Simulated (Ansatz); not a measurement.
Ansatz (a first-principles code), DFT, PBE, plane waves, its default PAW files: rock-salt MgO (Mg32O32), 64 atoms. Basis and mesh were picked for this test and aren't claimed converged.

```yaml
cell: 8.42, 8.42, 8.42 Å; 90, 90, 90°
task: single point
k mesh: 4×4×4
hamiltonian.xc: pbe
kind_of_files: paw
scf.occupations.method: fixed
output.forces: true
memory maximum (--max-ram): 200GiB
accuracy: medium (default)
basis.precision: auto (default)
basis.xc_grid: 2 (default)
scf.eigensolver.kind: auto (default)
scf.mixing.algorithm: auto (default)
scf.mixing.preconditioner: auto (default)
scf.convergence.dr2_threshold: 5.97799e-07 (default)
scf.lower_state_search: light (default)
k-points after symmetry (base settings): 10
bands at the start (base settings): 320
electrons (base settings): 512
plane waves at Γ (base settings): 11753
cutoff (eV) (base settings): 420
FFT grid (base settings): 60×60×60
symmetry operations (base settings): 1536
```

Hardware: Arm Neoverse V2, 96 cores on 1 socket, no SMT, 1 L3 cache group.

Wall times, medians of two to five repeats, each run alone on the node (launch to exit). Processes are pinned to neighbouring cores unless said otherwise. Build: release build for Arm (Neoverse V2), one process with threads. Other compilers and libraries give other times. Scratch files lie in a memory file system.

First run (32 threads, scf.eigensolver.real_solve = not set, crystal.symmetry.detect = auto (default), basis.fft_grid_basis = auto (default), kpoints.mp_grid.shift = not set):

```
── phase timings ───────────────────────
phase                  total
diag                  4.480s
forces                0.283s
complement_search     0.228s
density               0.194s
potential             0.043s
mixing                0.007s
xc_out                0.006s
energy_assemble       0.002s
energy                0.001s
paw_out               0.001s
fermi                 0.000s
hubbard               0.000s
efg                   0.000s
work_function         0.000s
charged_cell          0.000s
Σ                     5.246s
```

Second run:

```
── phase timings ───────────────────────
phase                  total
diag                  6.566s
density               0.330s
forces                0.285s
complement_search     0.176s
potential             0.042s
mixing                0.007s
xc_out                0.006s
energy_assemble       0.002s
energy                0.001s
paw_out               0.001s
fermi                 0.000s
hubbard               0.000s
efg                   0.000s
work_function         0.000s
charged_cell          0.000s
Σ                     7.415s
```

**Question.** Which of these changes turns the first timing block into the second?
(A) basis.fft_grid_basis = typed
(B) scf.eigensolver.real_solve = false
(C) kpoints.mp_grid.shift = [0.5, 0.5, 0.5]
(D) crystal.symmetry.detect = false

**Answer.** B, scf.eigensolver.real_solve = false. The largest move is in band solves (diag): 4.5 s to 6.6 s. The band solves carry the change: the iterations make 38378 against 38463 applications of H to a band, at 0.12 against 0.17 ms of diag time each. The other changes gave 22 s (crystal.symmetry.detect = false), 5.5 s (basis.fft_grid_basis = typed), 2.4 s (kpoints.mp_grid.shift = [0.5, 0.5, 0.5]), against 7.7 s here and 5.5 s at first.

Keys are those of Ansatz 0.2.
